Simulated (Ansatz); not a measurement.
The parent structure is GaAs in the zinc blende structure (space group F-43m, No. 216; a = 5.666 Å).

Levels (all Ansatz, a quantum-chemistry and plane-wave program, PAW, earlier PAW set): r2SCAN (500 eV, scalar-relativistic without spin-orbit coupling); HSE06 (420 eV, scalar-relativistic without spin-orbit coupling); HSE06+SOC (420 eV, spin-orbit coupling included).

At the geometry relaxed with r2SCAN, these levels gave the following band gaps, in shuffled order: (a) 1.25 eV, (b) 1.37 eV, (c) 0.97 eV.

Q: Match each gap to its level.

A: (a) HSE06+SOC; (b) HSE06; (c) r2SCAN.

Single points use the geometry relaxed with r2SCAN. The spin-orbit shifts are approximate. No phonon test of stability was made.
